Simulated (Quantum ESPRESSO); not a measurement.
Convergence test for Mg₁₆Al₁₂Sn (I-43m, 29 atoms in the cell)

```
Mg16Al12Sn
1.0
    5.32223     5.32223     5.32223
   -5.32223     5.32223     5.32223
   -5.32223    -5.32223     5.32223
Mg Al Sn
16 12 1
Direct
  0.71494   0.60006   0.39994
  0.00000   0.39994   0.31500
  0.28506   0.31500   0.68500
  0.00000   0.68500   0.60006
  0.68500   0.31500   0.28506
  0.31500   0.39994   0.00000
  0.39994   0.60006   0.71494
  0.60006   0.68500   0.00000
  0.60006   0.00000   0.31500
  0.68500   0.71494   0.68500
  0.31500   0.00000   0.60006
  0.39994   0.28506   0.39994
  0.34594   0.00000   0.00000
  0.00000   0.00000   0.34594
  0.65406   0.34594   0.65406
  0.00000   0.65406   0.00000
  0.18354   0.62925   0.37075
  0.00000   0.37075   0.81279
  0.81646   0.81279   0.18721
  0.00000   0.18721   0.62925
  0.18721   0.81279   0.81646
  0.81279   0.37075   0.00000
  0.37075   0.62925   0.18354
  0.62925   0.18721   0.00000
  0.62925   0.00000   0.81279
  0.18721   0.18354   0.18721
  0.81279   0.00000   0.62925
  0.37075   0.81646   0.37075
  0.00000   0.00000   0.00000
```

Method of the run: LDA (PZ), GBRV 1.5 ultrasoft (LDA) pseudopotentials (plane waves; Quantum ESPRESSO).

The starting cell comes from a database of computed structures (which also holds hypothetical and non-ambient phases and stackings), without a prior relaxation at this level. Its lattice was rescaled by a random factor within 2.5 % of one. In the base run, with a pressure of about -4 GPa the cell is away from its equilibrium volume at this level.

Held fixed: ecutwfc = 40 Ry; ecutrho = 200 Ry; occupations = smearing; smearing = fd; degauss = 0.0036749 Ry; potentials = {Mg: mg_lda_v1.4.uspp.F.UPF, Al: al_lda_v1.uspp.F.UPF, Sn: sn_lda_v1.4.uspp.F.UPF}; K_POINTS = automatic 3 3 3 0 0 0.

ΔF is the free energy per atom less that of the last row (1e-13 Ry).

The series runs over conv_thr = 0.0001 Ry; 1e-05 Ry; 1e-07 Ry; 1e-09 Ry; 1e-10 Ry; 1e-11 Ry; 1e-13 Ry.

Q: From which setting on does the largest force stay within 0.005 eV/Å of the last one?

A: From conv_thr = 1e-07 Ry on; the one before it is off by 0.017 eV/Å. The value it settles on is 0.059 eV/Å at this level of theory and with the other settings as held.

```csv
conv_thr,ΔF (meV/atom),pressure (GPa),largest force (eV/Å),iterations
0.0001 Ry,0.01,-3.42,0.049,7
1e-05 Ry,0.00,-3.57,0.042,8
1e-07 Ry,0.00,-3.71,0.059,10
1e-09 Ry,0.00,-3.71,0.059,12
1e-10 Ry,0.00,-3.71,0.059,12
1e-11 Ry,0.00,-3.71,0.059,13
1e-13 Ry,0.00,-3.71,0.059,15
```

Left out of this page: 1 run of the series outside the window shown, repeating another row's setting, or not comparable.
